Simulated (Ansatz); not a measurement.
Results of LDA (Ansatz, an electronic-structure program, plane waves, PAW) for InSe (P-6m2, No. 187; cell taken from a computed entry).

Run with plane-wave cutoff 520 eV, 12×12×2 k mesh (along the axes of the cell as run), Fermi–Dirac smearing 0.01 eV, scalar-relativistic PAW data made under PBE.

Computed at the level's own relaxed cell.

Q: Give the computed band gap, equilibrium lattice constant a and c axis length.

A: 
- band gap: 0.19 eV
- equilibrium lattice constant a: 3.972 Å
- c axis length: 16.270 Å

Spin–orbit coupling is not included.

Static lattice: no zero-point or thermal effects.
